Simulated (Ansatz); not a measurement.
Take Sn in the diamond structure (space group Fd-3m, No. 227; a = 6.566 Å) as the base. Axes: x, y, z lie along the cube axes.

Calculations: r2SCAN (Ansatz, an electronic-structure program; PAW; 500 eV plane waves; no spin-orbit coupling).

Base values:

| Property | Result |
|---|---|
| Volume per atom | 35.39 Å³ |
| Pressure | 0.0 GPa |
| Band gap | zero |

It is then changed as follows: tensile biaxial strain of 2.08 % in the plane normal to [111], as in epitaxy on a mismatched substrate; the out-of-plane cell vector and the atoms relax.

Q: How does this affect the volume per atom?

A: The volume per atom rises by 1.084 Å³ (35.39 Å³ → 36.48 Å³).

Q: Predict the new energy relative to the base.

A: The energy goes up by 8.4 meV/atom.

Q: What does the calculation give for the pressure after the change?

A: The pressure (mean of the normal stresses, compression positive) goes from zero to -1.2 GPa.

Q: What does the calculation give for the band gap after the change?

A: The band gap remains zero.

Stability against distortions was not tested.
